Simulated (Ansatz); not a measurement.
TiPd: pressure 1.5 GPa

The parent structure is TiPd in the CsCl type structure (space group Pm-3m, No. 221; a = 3.132 Å).

One thing is altered: cell and atoms relaxed at a pressure of 1.5 GPa.

Computed with PBEsol (Ansatz, a first-principles code; PAW; 420 eV plane waves; no SOC). Settings: 15×15×15 k-points, 0.05 eV Fermi–Dirac smearing.

| quantity | base | changed | shift |
|---|---|---|---|
| lattice parameter a | 3.132 Å | 3.123 Å | -0.009 Å |
| shortest interatomic distance | 2.713 Å | 2.705 Å | -0.008 Å |
| enthalpy H = E + PV relative to the base's energy | – | +0.14 eV/atom | – |
| band gap | zero | zero | – |

Final structure:

```
CELL_PARAMETERS angstrom
      3.12324     0.00000     0.00000
      0.00000     3.12324     0.00000
      0.00000     0.00000     3.12324
ATOMIC_POSITIONS crystal
  Ti 0.50000 0.50000 0.50000
  Pd 0.00000 0.00000 0.00000
```

Load acts through the strain it causes; cell and atoms are relaxed under it. Stability against distortions was not tested. All final runs are without spin polarisation.
